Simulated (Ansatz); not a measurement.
# Response to strain in HfC

The reference is HfC in the rock salt structure (space group Fm-3m, No. 225; a = 4.6071 Å; relaxed with 0.1 eV smearing). Axes: x, y, z lie along the cube axes.

Strains are applied to the cell and any free atomic positions relax; under biaxial strain the out-of-plane vector relaxes too.

The values are results of PBEsol (Ansatz, an electronic-structure program; PAW; 420 eV plane waves; scalar-relativistic without spin-orbit coupling), not measurements.

```tsv
biaxial strain, plane normal [111], relaxed out of plane (%)	out-of-plane strain (%)
0	0.00
0.42	-0.23
0.83	-0.45
1.25	-0.68
1.67	?
2.08	-1.14
2.5	-1.37
```

### Question
Fit ε⊥ = −νε + γε² (strains in %) to the rows shown and predict the withheld row.

### Answer
Least squares on the printed values gives ν = 0.54 (the biaxial Poisson response) and γ = -0.003 (largest residual 0.00 %); this predicts -0.91 %, and the run gives -0.92 %, in agreement.

Stability against distortions was not tested. The final runs are not spin-polarised.
